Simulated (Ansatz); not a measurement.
## Response to strain in GaS

The reference is GaS in the beta-GaS type structure (space group P6_3/mmc, No. 194; a = 3.534 Å, c = 15.039 Å; layered, stacked along the Cartesian z axis). Axes: x lies along a and z along c of the hexagonal cell.

Strains are applied to the cell and any free atomic positions relax; under biaxial strain the out-of-plane vector relaxes too.

Levels (all Ansatz, an electronic-structure program, PAW): PBEsol-D3(BJ) (420 eV, without spin-orbit coupling); HSE06 (420 eV, without spin-orbit coupling).

Band gaps by level, all at the geometries relaxed with PBEsol-D3(BJ):

| case | PBEsol-D3(BJ) | HSE06 |
|---|---|---|
| base | 1.29 eV | 2.09 eV |
| biaxial strain +2.31 %, plane normal [001], relaxed out of plane | 1.12 eV | 1.93 eV |
| uniaxial strain ε_xx = −1.06 % | 1.28 eV | 2.08 eV |
| uniaxial strain ε_zz = −4.78 % | 0.90 eV | 1.66 eV |

Single points use the geometry relaxed with PBEsol-D3(BJ). The hybrid gap comes from the SCF mesh plus the semilocal run's edge points and a few special points and is an upper bound. Stability against distortions was not tested.
